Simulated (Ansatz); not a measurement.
Consider Pt in the fcc (Cu type) structure (space group Fm-3m, No. 225; relaxed with 0.1 eV smearing).

Pt is modelled in the cubic space group Fm-3m (No. 225), the fcc (Cu type) structure, Pearson symbol cF4. Lattice parameters: a = 3.972 Å, b = 3.972 Å, c = 3.972 Å, α = 90.00°, β = 90.00°, γ = 90.00°. Pt on 4a sees 12 Pt at 2.809 Å (cuboctahedral). (Neighbours: up to the widest gap in distance over summed covalent radii, below 1.35, at either atom.)
(The calculation used a cell of 1 atom; values per cell refer to that cell.)

Method: Ansatz (an electronic-structure program), PBE, PAW, cutoff 420 eV, spin-orbit coupling left out.

Strains are applied to the cell and any free atomic positions relax.

One change was made to it. Results:

```json
[
 {"quantity": "energy relative to the base (free energy F)", "base": "0 meV/atom", "after": "+10 meV/atom"},
 {"quantity": "pressure", "base": "0.0 GPa", "after": "-6.8 GPa"}
]
```

Task: Which change produced these results?
A) isotropic strain +2.00 %
B) isotropic strain +3.00 %
C) isotropic strain +1.00 %

Result: C, isotropic strain +1.00 %. For comparison, the energy relative to the base in the other runs: isotropic strain +2.00 % gives +40 meV/atom; isotropic strain +3.00 % gives +85 meV/atom.

No phonon test of stability was made. All final runs are without spin polarisation. Pt lies near a magnetic instability that expansion can trigger; it was not tested.
